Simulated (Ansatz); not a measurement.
System: Ir3GaC (model structure, started from the Ni3MgC type, Pm-3m, No. 221, 5 atoms in the cell). Method: LDA (Ansatz, a program for electronic structure, plane waves, PAW).

Run with plane-wave cutoff 520 eV, 14×14×14 k mesh, Fermi–Dirac smearing 0.05 eV, no spin polarisation, scalar-relativistic PAW data made under PBE.

Cell (relaxed at this level):

```cif
data_CGaIr3
_chemical_formula_sum 'Ga1 Ir3 C1'
_space_group_name_H-M_alt 'P 1'
_space_group_IT_number 1
_cell_length_a 4.02351
_cell_length_b 4.02351
_cell_length_c 4.02351
_cell_angle_alpha 90.000
_cell_angle_beta 90.000
_cell_angle_gamma 90.000
loop_
_space_group_symop_operation_xyz
  'x, y, z'
loop_
_atom_site_label
_atom_site_type_symbol
_atom_site_fract_x
_atom_site_fract_y
_atom_site_fract_z
_atom_site_occupancy
Ga1 Ga 0.00000 0.00000 0.00000 1
Ir1 Ir 0.00000 0.50000 0.50000 1
Ir2 Ir 0.50000 0.00000 0.50000 1
Ir3 Ir 0.50000 0.50000 0.00000 1
C1 C 0.50000 0.50000 0.50000 1
```

### Question
What does this level give for the bulk modulus B0?

### Answer

* **bulk modulus B0**: 296 GPa

Note: the run has no spin polarisation, so it can have missed a magnetic state; the bulk modulus is −V dP/dV from two relaxed cells at ±2 % in volume; the relaxation could raise the start's symmetry but not lower it, so the cell can be a saddle point.

Spin–orbit coupling is not included; it can open a gap where bands touch, and shift volumes and moduli.

The computed numbers hold no vibrational or temperature effects.

A model structure was made by putting elements into a prototype or built by hand; it is no filed structure, need not be a known phase, and can be a saddle point held by its symmetry.
